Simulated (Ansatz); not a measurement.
# Se, response to strain

The reference is Se (space group P3_121, No. 152; made of chains).

```cif
data_Se3
_chemical_formula_sum 'Se3'
_space_group_name_H-M_alt 'P3121'
_space_group_IT_number 152
_space_group_name_Hall 'P 31 2"'
_cell_length_a 4.50658
_cell_length_b 4.50658
_cell_length_c 4.98884
_cell_angle_alpha 90.000
_cell_angle_beta 90.000
_cell_angle_gamma 120.000
loop_
_atom_site_label
_atom_site_type_symbol
_atom_site_symmetry_multiplicity
_atom_site_Wyckoff_symbol
_atom_site_fract_x
_atom_site_fract_y
_atom_site_fract_z
_atom_site_occupancy
Se1 Se 3 b 0.78311 0.78311 0.50000 1
```

Strains are applied to the cell and any free atomic positions relax.

Method: Kohn–Sham DFT with the r2SCAN functional, run in Ansatz (an electronic-structure program) with PAW and 500 eV plane waves, spin-orbit coupling left out, earlier PAW set.

Notes on the quantities. energy relative to the base: free energy F.

```csv
isotropic strain (%),energy relative to the base (meV/atom)
-1.55,3.9
-0.33,0.2
0,0.0
2.86,?
4.95,32.5
```

Question: Fit ΔE = Aε² + Bε³ (ε in %) to the rows shown and predict the withheld row.

Answer: Least squares on the printed values gives A = 1.55 and B = -0.046 meV/atom (largest residual 0.0 meV/atom); this predicts 11.6 meV/atom, and the run gives 11.5 meV/atom, in agreement.

Stability against distortions was not tested. No dispersion term is included, though the crystal is made of layers, chains or molecules, so its spacings can come out too wide.
